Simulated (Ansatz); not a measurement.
Take Ge in the diamond structure (space group Fd-3m, No. 227) as the base.

```
CELL_PARAMETERS angstrom
      0.00000     2.88084     2.88084
      2.88084     0.00000     2.88084
      2.88084     2.88084     0.00000
ATOMIC_POSITIONS crystal
  Ge 0.00000 0.00000 0.00000
  Ge 0.25000 0.25000 0.25000
```

Method: PBE (Ansatz, a quantum-chemistry and plane-wave program), no spin-orbit coupling.

For the base:

* **Gap character**: absent
* **Band gap**: zero
* **Shortest interatomic distance**: 2.495 Å

It is then changed as follows: cell and atoms relaxed at a pressure of 9 GPa.

Task: Predict the new gap character, band gap, hole mass and shortest interatomic distance.

Result: The gap character changes from absent to indirect, Γ → L; the band gap goes from zero to 0.37 eV; the hole mass (degenerate bands, along [100]) is 0.029, 0.21, 0.21 mₑ (at Γ); the shortest interatomic distance drops by 0.094 Å (2.495 Å → 2.401 Å).

Load acts through the strain it causes; cell and atoms are relaxed under it. Effective masses come from finite differences of ±0.01 Å⁻¹. Stability against distortions was not tested. Tetrahedral semiconductors of this kind turn to denser phases somewhere between about 1 and 50 GPa; those were not computed, so compressed cells here can lie past the real transition. The zero or small gap of Ge can change with the level of theory.
